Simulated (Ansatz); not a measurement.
Start from MoSi$_{2}$ (space group I4/mmm, No. 139; a = 3.217 Å, c = 7.875 Å; relaxed with 0.1 eV smearing). Axes: x, y, z lie along a, b, c of the conventional cell.

Structures relaxed with PBE (Ansatz, a first-principles code), without spin-orbit coupling, earlier PAW set.

Base:

Simulated powder pattern, Cu Kα, λ = 1.54184 Å (kinematic, ideal powder, no thermal factors, no anomalous dispersion; the 10 strongest lines at most, above 2 %, up to 2θ = 90°):

```tsv
2θ (°)	I/Imax (%)	hkl
22.58	32	(002)
30.01	60	(101)
39.62	71	(110)
44.55	100	(103)
46.08	19	(112)
57.28	23	(200)
66.01	12	(211)
75.33	41	(213)
85.35	7.6	(220)
85.40	15	(116)
```

Perturbation: tensile biaxial strain of 0.97 % in the plane normal to [001], as in epitaxy on a mismatched substrate; the out-of-plane cell vector and the atoms relax.

Question: Predict the new powder pattern.

Answer: 
Simulated powder pattern, Cu Kα, λ = 1.54184 Å (kinematic, ideal powder, no thermal factors, no anomalous dispersion; the 10 strongest lines at most, above 2 %, up to 2θ = 90°):

| 2θ (°) | I/Imax (%) | hkl |
|---|---|---|
| 22.66 | 31 | (002) |
| 29.77 | 60 | (101) |
| 39.23 | 72 | (110) |
| 44.47 | 100 | (103) |
| 45.78 | 19 | (112) |
| 56.68 | 24 | (200) |
| 65.33 | 12 | (211) |
| 74.75 | 42 | (213) |
| 84.34 | 7.7 | (220) |
| 85.41 | 15 | (116) |

The indices refer to the base's conventional cell; one index is shown for lines that coincide.

No phonon test of stability was made. The final runs are not spin-polarised.
